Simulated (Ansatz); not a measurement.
Functionals compared on NH2 on the 1x1 (0001) surface of corundum (cut with top plane Al), one in a 1x1 cell, started at the site 'over Al at depth 1.2 Å', in Ansatz (plane waves, PAW). The structure was relaxed with PBE; the other rows are single points on it, each with its references at the same level. Cutoff 420 eV (500 eV for r2SCAN). The points keep PBE's geometry, so the relaxation of a polaron and the settling of charge on one site are left out. HSE06 used the coarser mesh 4x4x1.

Host crystal: corundum, with a band gap (PBE, scalar-relativistic without spin-orbit coupling).

Model: 23-atom slab, 6.7 Å thick at the start under the adsorbate (thin: gaps and levels are the slab's own), 6x6x1 mesh, Fermi-Dirac 0.01 eV, dipole correction, 9 atoms held, the rest relaxed; no symmetry held; spin-polarised, ending with about 1.0 μB a cell; orders that need a larger cell were not tried, no spin-orbit, no U, no dispersion correction. It is one chosen start, not shown to be the lowest state of the adsorbate. These notes are the PBE run's. r2SCAN: The program's check for a lower electronic state was not made. HSE06: The program's check for a lower electronic state was not made. Adsorption energies are against NH3(g) − ½ H2(g). A negative adsorption energy means that the adsorbate is more stable on the surface than in its reference.

A dash marks a value that is undefined for that row or was read on another mesh.

```json
[
 {"functional": "PBE", "adsorption energy (eV)": "1.10", "gap of the slab on its k-mesh (eV)": "0.16", "highest filled level below the top vacuum level (eV)": "4.89", "magnetic moment of the cell (μB)": "1.00"},
 {"functional": "RPBE", "adsorption energy (eV)": "1.11", "gap of the slab on its k-mesh (eV)": "0.17", "highest filled level below the top vacuum level (eV)": "4.82", "magnetic moment of the cell (μB)": "1.00"},
 {"functional": "r2SCAN", "adsorption energy (eV)": "(withheld)", "gap of the slab on its k-mesh (eV)": "(withheld)", "highest filled level below the top vacuum level (eV)": "(withheld)", "magnetic moment of the cell (μB)": "1.00"},
 {"functional": "HSE06", "adsorption energy (eV)": "1.55", "gap of the slab on its k-mesh (eV)": "–", "highest filled level below the top vacuum level (eV)": "–", "magnetic moment of the cell (μB)": "1.00"}
]
```

**Question.** Complete the blanks.

**Answer.** 
- r2SCAN, adsorption energy (eV): 1.06
- r2SCAN, gap of the slab on its k-mesh (eV): 0.35
- r2SCAN, highest filled level below the top vacuum level (eV): 4.82

Ansatz is a first-principles code.
